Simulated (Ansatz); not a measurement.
# Response to strain in ZrN

Start from ZrN in the rock salt structure (space group Fm-3m, No. 225).

```xyz
2
Lattice="0.0000 2.2761 2.2761 2.2761 0.0000 2.2761 2.2761 2.2761 0.0000" Properties=species:S:1:pos:R:3 pbc="T T T"
N      0.0000     0.0000     0.0000
Zr     2.2761     2.2761     2.2761
```

Cartesian axes are those of the cell as printed.

Strains are applied to the cell and any free atomic positions relax; under biaxial strain the out-of-plane vector relaxes too.

Method: PBEsol/PAW in Ansatz (a first-principles code), spin-orbit coupling left out.

Candidates:
(a) tensor shear ε_xz = −0.67 %
(b) isotropic strain −4.79 %
(c) isotropic strain +2.01 %
(d) isotropic strain +1.47 %
(e) biaxial strain +0.84 %, plane normal [001], relaxed out of plane

Notes on the quantities. energy relative to the base: free energy F.

**Question.** Order them by energy relative to the base, lowest first.

**Answer.** (a) tensor shear ε_xz = −0.67 % (+0.8 meV/atom), (e) biaxial strain +0.84 %, plane normal [001], relaxed out of plane (+3.2 meV/atom), (d) isotropic strain +1.47 % (+18 meV/atom), (c) isotropic strain +2.01 % (+34 meV/atom), (b) isotropic strain −4.79 % (+0.240 eV/atom)

Without a gap, meshes like the base's 18×18×18 leave anisotropic stresses uncertain by several tenths of a GPa, and small strain energies with them. No phonon test of stability was made. All final runs are without spin polarisation. An odd electron count without spin: ZrN.
